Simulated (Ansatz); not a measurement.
Given:

End structure of a 3x3 cell of the 1x1 (111) surface of fcc Pd, relaxed from a rattled start:

```xyz
36
Lattice="8.3658 0.0000 0.0000 -4.1829 7.2450 0.0000 0.0000 0.0000 26.0000" Properties=species:S:1:pos:R:3 pbc="T T T"
Pd     0.0000     1.6100     9.5922
Pd    -1.3943     4.0250     9.5922
Pd    -2.7886     6.4400     9.5922
Pd     2.7886     1.6100     9.5922
Pd     1.3943     4.0250     9.5922
Pd     0.0000     6.4400     9.5922
Pd     5.5772     1.6100     9.5922
Pd     4.1829     4.0250     9.5922
Pd     2.7886     6.4400     9.5922
Pd     1.3943     0.8050    11.8697
Pd     0.0000     3.2200    11.8697
Pd    -1.3943     5.6350    11.8697
Pd     4.1829     0.8050    11.8697
Pd     2.7886     3.2200    11.8697
Pd     1.3943     5.6350    11.8697
Pd     6.9715     0.8050    11.8697
Pd     5.5772     3.2200    11.8697
Pd     4.1829     5.6350    11.8697
Pd     0.0018    -0.0002    14.1305
Pd    -1.3926     2.4151    14.1307
Pd    -2.7868     4.8298    14.1308
Pd     2.7902    -0.0004    14.1306
Pd     1.3960     2.4148    14.1304
Pd     0.0016     4.8296    14.1303
Pd     5.5790    -0.0002    14.1307
Pd     4.1848     2.4148    14.1305
Pd     2.7902     4.8298    14.1305
Pd     0.0045     1.6092    16.4078
Pd    -1.3900     4.0239    16.4076
Pd    -2.7847     6.4397    16.4083
Pd     2.7930     1.6093    16.4067
Pd     1.3983     4.0243    16.4076
Pd     0.0043     6.4390    16.4080
Pd     5.5812     1.6100    16.4078
Pd     4.1877     4.0233    16.4056
Pd     2.7927     6.4394    16.4081
```

Set-up: 36 atoms, 6.9 Å thick at the start (thin: gaps and levels are the slab's own); mesh 4x4x1; 0.1 eV smearing; dipole correction on; 18 atoms held, the rest relaxed; no symmetry held; no spin, no spin-orbit, no U.

Problem. What is the computed work function of the top face (PBE (Ansatz, a program for electronic structure))?

Solution. 5.24 eV
